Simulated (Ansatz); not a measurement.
This concerns the energy of the reaction as written. Reaction: 2 Sn (white tin) + H2 (gas) → cell A. The sign is products less reactants.

Cell A: a slab of Sn (grey tin, Fd-3m) cut along (111), 4 atoms, hexagonal cell of 4.71 Å (19.2 Å²), symmetry P-3m1, 4.3 Å thick under 16 Å of vacuum, in-plane vectors held at the crystal's; planes from bottom to top: H | Sn × 2 | H; added, foreign or displaced atoms, above the top plane and below the bottom plane: two times H bound to 1 Sn at 1.74 Å; spin state with PBE: run without spin, k-point mesh 11×11×1.
```
SnH
1.0
    4.70569     0.00000     0.00000
   -2.35285     4.07525     0.00000
    0.00000     0.00000    20.30691
Sn H
2 2
Direct
  0.00000   0.00000   0.52035
  0.33333   0.66667   0.47965
  0.00000   0.00000   0.60594
  0.33333   0.66667   0.39406
```

Reference: Sn (white tin, I4₁/amd), 2 atoms in the cell, k-point mesh 22×22×22 on the run's own vectors. Conventional cell: a = 5.946 Å, b = 5.946 Å, c = 3.217 Å, α = 90.00°, β = 90.00°, γ = 90.00°.

Reference: an isolated H2 molecule (singlet) in a box of 11 × 11 × 13 Å.

Plane-wave PAW calculations with Ansatz (a first-principles code), its PAW set soft_1, cutoff 420 eV, 500 eV for r2SCAN. The structures are at rest with PBE, within the held lattices; other levels are single points on them. Neutral cells; Fermi-Dirac smearing of at most 0.10 eV in the solids, energies taken to zero width. The lattices are those relaxed with PBE, so at other levels the solids can be strained, which adds to the spread. A dispersion term (D3(BJ), or D4 for r2SCAN) was computed beside these levels and is taken off wherever the name lacks it. Nuclei at rest; no vibrational terms. Spin-orbit coupling is left out. No correction for cell size. Cell A has symmetry P-3m1 and got no random move, so less symmetric positions, which may lie lower, weren't tried.

Question: Give the value at the level PBE.

Answer: 0.74 eV, for 2 Sn (white tin) + H2 (gas) → cell A.

Question: List the value at the remaining levels and say how far they part.

Answer: 
| Method | value (eV) | less PBE |
|---|---|---|
| r2SCAN | 0.61 | -0.13 |

The levels span 0.13 eV, from r2SCAN (0.61) to PBE (0.74).
